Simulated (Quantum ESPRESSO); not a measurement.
Several settings converged on LuTl₃ (P4mm, 4 atoms in the cell)

```xyz
4
Lattice="4.7020 0.0000 0.0000 0.0000 4.7020 0.0000 0.0000 0.0000 4.7020" Properties=species:S:1:pos:R:3 pbc="T T T"
Lu     0.0000     0.0000     0.0500
Tl     0.0000     2.3510     2.3510
Tl     2.3510     0.0000     2.3510
Tl     2.3510     2.3510     0.0000
```

Base method: PBEsol, SSSP 1.1.2 efficiency (PBE) pseudopotentials (plane waves; Quantum ESPRESSO).

Base settings: ecutwfc = 50 Ry; ecutrho = 400 Ry; occupations = smearing; smearing = fermi-dirac; degauss = 0.0073499 Ry; input_dft = pbesol; potentials = {Lu: Lu.GGA-PBE-paw-v1.0.UPF, Tl: Tl_pbe_v1.2.uspp.F.UPF}; K_POINTS = automatic 3 3 3 0 0 0; conv_thr = 1e-10 Ry; mixing_beta = 0.3.

The count of work is k-points × plane waves × bands × iterations; it is no time. Core times come from one kind of shared machine, to one figure; runs under 30 s give none.

**The cutoff for other potential files**

Level: DFT, PBEsol, plane waves, PseudoDojo standard norm-conserving (PBESOL) pseudopotentials.

In this ladder: ecutrho = default; input_dft = default; pseudopotentials = {Lu: Lu.upf, Tl: Tl.upf}.

The mesh stays at the base's, so the ladder's end is converged at best in this setting alone.

Only quantities that move along the ladder and can be compared are tabulated.

| ecutwfc | free energy less the last step's (meV/atom) | pressure (GPa) | largest difference of a force vector from the last step's (eV/Å) | count of work / last | core time / last (rough) |
|---|---|---|---|---|---|
| 45 Ry | 39853.74 | -738.46 | 0.074 | 0.34 | 0.3 |
| 55 Ry | 12586.23 | -378.57 | 0.012 | 0.24 | – |
| 70 Ry | 1042.78 | -63.16 | 0.002 | 0.32 | 0.3 |
| 100 Ry | 0.40 | -1.40 | 0.000 | 0.50 | 0.4 |
| 150 Ry | 0.00 | -1.40 | 0.000 | 1.0 | 1 |

Coarsest ecutwfc that holds the pressure within 0.5 GPa of the last step, with all finer ones: 100 Ry, at about 0.4 of the last step's time; the step before is off by 62 GPa.

Coarsest ecutwfc that holds the free energy within 1 meV/atom of the last step, with all finer ones: 100 Ry, at about 0.4 of the last step's time; the step before is off by 1000 meV/atom.

Coarsest ecutwfc that holds the forces within 0.005 eV/Å of the last step, with all finer ones: 70 Ry, at 0.32 of the last step's count of work and about 0.3 of the last step's time; the step before is off by 0.012 eV/Å.

At the lowest cutoff the pressure lies 737 GPa under the last step's, the usual sign of Pulay stress in an incomplete plane-wave basis.

**The density cutoff**

The mesh stays at the base's, so the ladder's end is converged at best in this setting alone.

Only quantities that move along the ladder and can be compared are tabulated.

```tsv
ecutrho	free energy less the last step's (meV/atom)	core time / last (rough)
100 Ry	-1.58	0.4
200 Ry	-0.19	0.5
400 Ry	0.00	1
500 Ry	0.00	1
```

Coarsest ecutrho that holds the free energy within 1 meV/atom of the last step, with all finer ones: 200 Ry; the step before is off by 1.6 meV/atom.

On the base run: the starting cell comes from a database of computed structures (which also holds hypothetical and non-ambient phases and stackings), without a prior relaxation at this level. Its lattice was rescaled by up to half a per cent. One atom was moved a little off its site on purpose. Without a gap this mesh is coarse (it stands for a supercell whose shortest vector is 14 Å).
